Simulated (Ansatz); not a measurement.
**CdSe: x(Hg) = 0.75, 8 atoms, P-43m**

Start from CdSe in the zinc blende structure (space group F-43m, No. 216; a = 6.0818 Å).

The other end (x = 1) is HgSe in the zinc blende structure (space group F-43m, No. 216): 28.83 Å³/atom, gap zero.

The change: Hg replaces 75.0 % of the Cd, ordered in a cell of 8 atoms (starting symmetry P-43m) and fully relaxed.

Method: Ansatz (a first-principles code) PBEsol, no spin-orbit coupling. Γ-centred 6×6×6 mesh, Fermi–Dirac width 0.05 eV, for the changed cell.

The volume per atom rises by 0.55 Å³ to 28.67 Å³ and the density rises by 1.81 g/cm³ (5.65 g/cm³ → 7.46 g/cm³). The shortest interatomic distance increases by 0.004 Å (2.634 Å → 2.638 Å) and the band gap changes from 0.48 eV to zero. The mixing energy is 0.00 eV/atom (to 0.01 eV only: unlike meshes or grids) and the deviation of the volume from the linear (Vegard-type) interpolation amounts to 0.0 %. The mean first-shell distances comes out as Cd–Se 2.638 Å (end compound 2.634 Å), Hg–Se 2.655 Å (end compound 2.656 Å).

Each cell is one ordered arrangement of few atoms, which overstates ordering effects compared with a random alloy. With Hg present, leaving out spin-orbit coupling can change the band edges. No phonon test of stability was made. The final runs are not spin-polarised. A zero or small gap of CdHg3Se4 and HgSe can be the functional's error rather than a property of the material.
